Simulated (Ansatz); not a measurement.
The reference is SiC in the zinc blende structure (space group F-43m, No. 216; a = 4.329 Å). Axes: x, y, z lie along the cube axes.

Method: Ansatz (a quantum-chemistry and plane-wave program) LDA, no SOC.

Base values:

```
Item                         Result
------------  ---------------------
Valley order  X along ⟨100⟩ 1.30 eV
```

Modification: biaxial strain +1.50 %, plane normal [001], relaxed out of plane (Cartesian); in-plane vectors clamped, the third vector and the atoms free.

**Question.** What does the calculation give for the valley order after the change?

**Answer.** The valley order (the lowest conduction-band minima on the path, energy above the VBM, named in the base's zone) changes from X along ⟨100⟩ 1.30 eV to X along [001] 1.05 eV; X along [100] 1.29 eV.

**Question.** What happens to the energy relative to the base?

**Answer.** The energy grows by 6.1 meV/atom.

The levels and masses belong to the bands next to the band gap. Whether these cells are dynamically stable was not tested.
